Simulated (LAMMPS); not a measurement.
Al (fcc) with 50 % of Al sites Cu at 1090 K and zero pressure, started from the melt, with several potentials, in cells of their own sizes.

Models:
- EAM-type AlCu.adp: classical MD, pair style adp, file AlCu.adp (LAMMPS); Apostol and Mishin, Phys Rev B 83, 054116 (2011)
- EAM-type AlCu.eam.alloy: classical MD, pair style eam/alloy, file AlCu.eam.alloy (LAMMPS); Cai and Ye, Phys Rev B, 54, 8398-8410 (1996)
- MEAM AlSiMgCuFe.meam: classical MD, pair style meam, file AlSiMgCuFe.meam (LAMMPS); Jelinek, Groh, Horstemeyer, Houze, Kim, Wagner, Moitra and Baskes, Phys Rev B, 85, 245102 (2012)

| potential | state | volume | first peak of g(r), Al-Cu | coordination number of Al by Cu | self-diffusion coefficient of Al (not corrected for cell size) | mean phonon frequency | rough cost (ms per atom and simulated ps) |
|---|---|---|---|---|---|---|---|
| EAM-type AlCu.adp | slow or partial motion within 60 ps, no clear phase | 12.81 ± 0.03 Å³/atom | 2.45 Å, height 4.6 | 6.53 (counted to 3.14 Å) | - | 6.9 THz | 3 to 10 |
| EAM-type AlCu.eam.alloy | liquid | 15.704 ± 0.003 Å³/atom | 2.63 Å, height 3.0 | 7.14 (counted to 3.70 Å) | (3.43 ± 0.07) × 10^-5 cm²/s | 4.7 THz | 0.3 to 1 |
| MEAM AlSiMgCuFe.meam | liquid | 15.344 ± 0.008 Å³/atom | 2.65 Å, height 4.1 | 5.76 (counted to 3.26 Å) | (5.0 ± 0.2) × 10^-6 cm²/s | 7.1 THz | 3 to 10 |

Costs are rough: whole-run CPU time with set-up and analysis, from shared machines, in bands a factor of about three wide.

Caution (row EAM-type AlCu.adp): enthalpy drifts during the constant-pressure average: a transition or slow ageing; fluctuation values are void.

Caution (rows EAM-type AlCu.eam.alloy; MEAM AlSiMgCuFe.meam): a run this short can hold a crystal over, or a liquid under, the potential's own melting point, which these runs don't give.

States go by the mean squared displacement: a species diffuses where it passes 1.5 Å², still rises and gives D over 1e-6 cm²/s; a crystal has left its structure where atoms lie 0.35 Å off their sites on average or a cubic box changes its shape by 3 %, or the axial ratios of another lie 8 % off the starting cell's, which the potential's own relaxation can also do.

Errors of D are the spread over four groups of atoms in one short run; a floor of about 5 %, a picked value, is safer.

Errors shown are sampling errors alone.
